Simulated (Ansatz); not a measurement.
## The (31-40) surface of hcp Zr in its 1x1 cell, outermost plane spacing 0.52 Å in the ideal cut

The numbers are results of PBE (plane waves to 420 eV, PAW; Ansatz, a first-principles code), not measurements.

Model: 28-atom slab, 10.6 Å thick at the start, 7x4x1 mesh, Fermi-Dirac 0.1 eV, dipole correction, all atoms relaxed; start symmetry kept, larger cells not searched; no spin, no spin-orbit, no U.

The surface energy (mean of both faces) is 1.70 J/m^2 and the surface energy before relaxation comes out as 1.77 J/m². The work function of the top face is 3.43 eV and the energy released by relaxation is 0.56 eV. The cost is about 21 core-minutes (a rough figure).
